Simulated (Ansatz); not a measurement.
Cost and result by functional for the adsorption energy of OH on the 1x1 (111) surface of fcc Cu, one in a 2x2 cell, started at the site 'hollow Cu-Cu-Cu over Cu at depth 2.1 Å', in Ansatz (plane waves, PAW). Single points on the PBE structure, on one kind of machine; costs are rough ratios of the slab run's core time (references not counted) to the cheapest single point. r2SCAN's cost holds its higher cutoff (500 against 420 eV). Differences are taken against r2SCAN for comparison alone: no measured value is at hand, so the table doesn't rank accuracy.

Model: 18-atom slab, 6.2 Å thick at the start under the adsorbate (thin: gaps and levels are the slab's own), 6x6x1 mesh, Fermi-Dirac 0.1 eV, dipole correction, 8 atoms held, the rest relaxed; no symmetry held; spin-polarised, no spin-orbit, no U, no dispersion correction. The starting moment vanished. At the end it is bonded to 3 Cu. In PBE this state lies 0.04 eV over the lowest of the starts that converged ('hollow Cu-Cu-Cu over Cu at depth 4.1 Å'). These notes are the PBE run's. r2SCAN: The program's check for a lower electronic state was not made. Adsorption energies are against H2O(g) − ½ H2(g). A negative adsorption energy means that the adsorbate is more stable on the surface than in its reference.

```
functional                     relative cost  adsorption energy (eV)  less r2SCAN (eV)
-----------------------------  -------------  ----------------------  ----------------
RPBE                                       1                    0.56              0.55
r2SCAN                                     2                    0.00              0.00
PBE (the relaxed run's value)              –                    0.33              0.33
```

The values span 0.55 eV, while the single points' costs differ by a factor of roughly 2. Differences are of unrounded values.

Ansatz is a program for electronic structure.
